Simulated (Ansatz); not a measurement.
Structures of equal composition on the (000-1) surface of 4H silicon carbide (C plane on top): (√3x√3)R30° Bi adatom at H3; (√3x√3)R30° Bi adatom at T4. The slabs share one bottom face, and each structure is named by its start. These are constructed structures in small cells; real faces may alloy, dewet or reconstruct in larger ones, and not all known structures of the face are among them. Slabs of about 11 Å with all that they carry, Fermi-Dirac smearing of 0.025 eV. Bottom of the slabs: H caps. Relaxed from the named starts with such symmetry as they have, on meshes of like density; energies extrapolated to zero smearing; no spin-orbit coupling, no U. Spin-polarised runs, if any, are marked in brackets, and their order is one that fits the cell; the others ran without spin. Where a second, spin-polarised start was run, the lower counts.

Host crystal: 4H silicon carbide, with a band gap (PBE, scalar-relativistic without spin-orbit coupling).

Calculation: HSE06, at the PBE geometry (plane waves to 420 eV, PAW; Ansatz, a first-principles code).

### Question
Order them by energy per 1x1 cell (lowest first) at the level HSE06, at the PBE geometry.

### Answer
(√3x√3)R30° Bi adatom at T4 (0.000 eV), (√3x√3)R30° Bi adatom at H3 (0.055 eV)
